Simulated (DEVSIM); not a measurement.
Structure: Si p-i-n diode, at 300 K.

| layer (left to right) | material | thickness (μm) | Nd (cm⁻³) | Na (cm⁻³) | τn (s) | τp (s) |
|---|---|---|---|---|---|---|
| 1 | Si | 1.60 | - | 1.5e18 | 4.7e-6 | 4.7e-6 |
| 2 | Si | 2.50 | 2.6e12 | - | 4.7e-6 | 4.7e-6 |
| 3 | Si | 0.880 | 6.2e18 | - | 4.7e-6 | 4.7e-6 |

Left contact: ohmic. Right contact: ohmic. Voltage is applied to the left contact. Recombination: SRH at mid-gap, radiative, Auger. Mobility is constant in doping.

This is a model device: material constants are rounded textbook-type values typed into the input, and sizes, dopings and lifetimes were drawn at random. Values at 300 K.

```csv
parameter,Si
gap (eV),1.124
affinity (eV),4.05
permittivity,11.7
Nc (cm⁻³),2.86e19
Nv (cm⁻³),3.1e19
μn (cm²/Vs),1417
μp (cm²/Vs),470
B (cm³/s),4.7e-15
Cn (cm⁶/s),2.8e-31
Cp (cm⁶/s),9.9e-32
```

Model (solved in DEVSIM): 1D drift-diffusion, Boltzmann statistics, complete ionisation; no tunnelling, impact ionisation, image-force lowering or self-heating.

Problem. Tabulate band edges, carrier densities and field at 0.9 V on the left contact.

Solution. Energies count from the Fermi level of the right contact; mesh points crowd at the junctions.

| x (μm) | Ec (eV) | Ev (eV) | n (cm⁻³) | p (cm⁻³) | field (V/cm) |
|---|---|---|---|---|---|
| 0.000 | 0.146 | -0.978 | < 1e2 | 1.5e18 | 12 |
| 0.03678 | 0.146 | -0.978 | 1.6e15 | 1.5e18 | 12 |
| 0.1282 | 0.146 | -0.978 | 5.7e15 | 1.5e18 | 12 |
| 0.3552 | 0.146 | -0.978 | 1.6e16 | 1.5e18 | 11 |
| 1.069 | 0.147 | -0.977 | 4.6e16 | 1.5e18 | 11 |
| 1.401 | 0.147 | -0.977 | 6.0e16 | 1.6e18 | 11 |
| 1.535 | 0.147 | -0.977 | 6.6e16 | 1.6e18 | 11 |
| 1.598 | 0.136 | -0.988 | 1.1e17 | 1.0e18 | -34000 |
| 1.632 | 0.107 | -1.017 | 3.3e17 | 3.3e17 | -49 |
| 1.718 | 0.107 | -1.017 | 3.3e17 | 3.3e17 | 26 |
| 1.933 | 0.108 | -1.016 | 3.3e17 | 3.3e17 | 26 |
| 2.764 | 0.110 | -1.014 | 3.4e17 | 3.4e17 | 26 |
| 3.575 | 0.112 | -1.012 | 3.5e17 | 3.5e17 | 25 |
| 3.905 | 0.113 | -1.011 | 3.5e17 | 3.5e17 | 25 |
| 4.061 | 0.113 | -1.011 | 3.5e17 | 3.5e17 | -13 |
| 4.099 | 0.067 | -1.057 | 2.1e18 | 5.9e16 | -110000 |
| 4.134 | 0.039 | -1.085 | 6.2e18 | 1.9e16 | ≈ 0 |
| 4.219 | 0.039 | -1.085 | 6.2e18 | 1.7e16 | ≈ 0 |
| 4.533 | 0.039 | -1.085 | 6.2e18 | 1.0e16 | ≈ 0 |
| 4.806 | 0.039 | -1.085 | 6.2e18 | 4.0e15 | ≈ 0 |
| 4.923 | 0.040 | -1.085 | 6.2e18 | 1.3e15 | ≈ 0 |
| 4.980 | 0.040 | -1.085 | 6.2e18 | < 1e2 | ≈ 0 |
